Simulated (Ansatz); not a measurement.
MoSi2: response to strain

Consider MoSi2 (space group I4/mmm, No. 139; a = 3.190 Å, c = 7.822 Å; relaxed with 0.1 eV smearing). Axes: x, y, z lie along a, b, c of the conventional cell.

Strains are applied to the cell and any free atomic positions relax.

Method: Ansatz (a first-principles code), PBEsol, PAW, cutoff 420 eV, no spin-orbit coupling.

Notes on the quantities. energy relative to the base: free energy F.

```tsv
uniaxial strain ε_zz (%)	energy relative to the base (meV/atom)
-3	21.2
-2.5	14.5
-2	?
-1.5	5.1
-1	2.2
-0.5	0.5
0	0.0
```

Question: Fit ΔE = Aε² + Bε³ (ε in %) to the rows shown and predict the withheld row.

Answer: Least squares on the printed values gives A = 2.15 and B = -0.068 meV/atom (largest residual 0.0 meV/atom); this predicts 9.2 meV/atom, and the run gives 9.1 meV/atom, in agreement.

Stability against distortions was not tested. The final runs are not spin-polarised.
